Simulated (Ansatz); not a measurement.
The (11-21) surface of hcp Cd in its 1x1 cell, outermost plane spacing 0.73 Å in the ideal cut

Method: r2SCAN, at the PBE geometry (plane waves to 500 eV, PAW; Ansatz, a quantum-chemistry and plane-wave program).

Set-up: 15 atoms, 10.3 Å thick at the start (thin: gaps and levels are the slab's own); mesh 8x7x1; 0.1 eV smearing; dipole correction on; single point; no symmetry held, on the structure that PBE left; no spin, no spin-orbit, no U.

```json
{
  "surface energy (mean of both faces)": "0.71 J/m²",
  "work_function_of_the_top_face": "3.98 eV",
  "cost": "very roughly 12 core-minutes"
}
```
